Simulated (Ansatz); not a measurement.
Several settings converged on LuHg (Pm-3m, 2 atoms in the cell)

```
CELL_PARAMETERS angstrom
      3.62808     0.00000     0.00000
      0.00000     3.62808     0.00000
      0.00000     0.00000     3.62808
ATOMIC_POSITIONS crystal
  Lu 0.50000 0.50000 0.50000
  Hg 0.00000 0.00000 0.00000
```

Base method: LDA (PW92), default PAW files made with PBE (plane waves; Ansatz, a quantum-chemistry and plane-wave program).

Base settings: basis.ecutwfc = 30.9 Ry; kpoints.mp_grid.grid = 9 9 9; hamiltonian.xc = lda; hamiltonian.pseudopotentials = {kind: paw} (the program's default PAW files); scf.occupations.method = gaussian; scf.occupations.width = 0.0073 Ry.

Core times come from one kind of shared machine, to one figure; runs under 30 s give none.

**Zone-centre phonons against the cutoff**

In this ladder: phonons.method = dfpt.

The mesh stays at the base's, so the ladder's end is converged at best in this setting alone.

Frequencies are those of the unrelaxed cell, without the LO-TO term of polar crystals.

Only quantities that move along the ladder and can be compared are tabulated.

```csv
basis.ecutwfc,highest zone-centre frequency (cm⁻¹)
15.4 Ry,47.5
18.4 Ry,85.1
21.7 Ry,74.0
26.1 Ry,71.3
30.9 Ry,71.6
37.1 Ry,71.7
46.3 Ry,71.7
```

Coarsest basis.ecutwfc that holds the highest zone-centre frequency within 10 cm⁻¹ of the last step, with all finer ones: 21.7 Ry; the step before is off by 13 cm⁻¹.

**Zone-centre phonons against the mesh**

In this ladder: phonons.method = dfpt.

Frequencies are those of the unrelaxed cell, without the LO-TO term of polar crystals.

Only quantities that move along the ladder and can be compared are tabulated.

```tsv
kpoints.mp_grid.grid	highest zone-centre frequency (cm⁻¹)	core time / last (rough)
3 3 3	74.9	–
4 4 4	61.0	–
5 5 5	54.7	–
6 6 6	66.6	–
7 7 7	78.6	–
11 11 11	69.9	0.08
17 17 17	71.5	0.2
21 21 21	71.8	1
```

Coarsest kpoints.mp_grid.grid that holds the highest zone-centre frequency within 10 cm⁻¹ of the last step, with all finer ones: 6 6 6; the step before is off by 17 cm⁻¹.

**The force threshold of a relaxation**

On LuHg (P4mm, 2 atoms in the cell): one atom moved by 0.15 angstrom.

In this ladder: relax = atoms.

The mesh stays at the base's, so the ladder's end is converged at best in this setting alone.

Only quantities that move along the ladder and can be compared are tabulated.

```tsv
relax.f_tol	free energy less the last step's (meV/atom)	largest force left (eV/Å)	relaxation steps	core time / last (rough)
0.2 eV/Å	0.56	0.0630	2	0.5
0.1 eV/Å	0.56	0.0630	2	–
0.05 eV/Å	0.00	0.0011	3	0.6
0.03 eV/Å	0.00	0.0011	3	0.6
0.02 eV/Å	0.00	0.0011	3	0.6
0.01 eV/Å	0.00	0.0013	4	0.7
0.005 eV/Å	0.00	0.0011	4	0.7
0.001 eV/Å	0.00	0.0000	5	1
```

Coarsest relax.f_tol that holds the largest force left within 0.005 eV/Å of the last step, with all finer ones: 0.05 eV/Å; the step before is off by 0.063 eV/Å.

Coarsest relax.f_tol that holds the free energy within 0.1 meV/atom of the last step, with all finer ones: 0.05 eV/Å; the step before is off by 0.56 meV/atom.

Two neighbours can agree and both be off: 0.2 eV/Å and 0.1 eV/Å differ by 0.00 meV/atom in the free energy, yet lie about 0.56 meV/atom from the last step.

On the base run: the starting cell comes from a database of computed structures (which also holds hypothetical and non-ambient phases and stackings), without a prior relaxation at this level. Its lattice was rescaled by up to half a per cent. In the base run, with a pressure of about -5 GPa the cell is away from its equilibrium volume at this level.

Keys are those of Ansatz 0.2.
